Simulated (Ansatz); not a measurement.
Take CdS in the zinc blende structure (space group F-43m, No. 216) as the base.

```yaml
crystal:
  lattice:
    - [0.00000, 2.91241, 2.91241]
    - [2.91241, 0.00000, 2.91241]
    - [2.91241, 2.91241, 0.00000]
  atoms:
    - { symbol: S, position: [0.75000, 0.75000, 0.75000] }
    - { symbol: Cd, position: [0.00000, 0.00000, 0.00000] }
```

Cartesian axes are those of the cell as printed.

All numbers come from PBEsol/PAW in Ansatz (a program for electronic structure), no spin-orbit coupling, earlier PAW set.

For the base:

The pressure is 0.00 GPa, the band gap is 1.01 eV and the volume per atom comes out as 24.70 Å³.

Modification: biaxial strain −2.75 %, plane normal [110], relaxed out of plane (Cartesian); in-plane vectors clamped, the third vector and the atoms free.

Question: What does the calculation give for the pressure, band gap and volume per atom after the change?

Answer: The pressure (mean of the normal stresses, compression positive) goes from zero to 1.59 GPa; the band gap decreases by 0.06 eV, from 1.01 eV to 0.95 eV; the volume per atom drops by 0.65 Å³, from 24.70 Å³ to 24.05 Å³.

Gaps are read on the SCF mesh and a high-symmetry path. Stability against distortions was not tested.
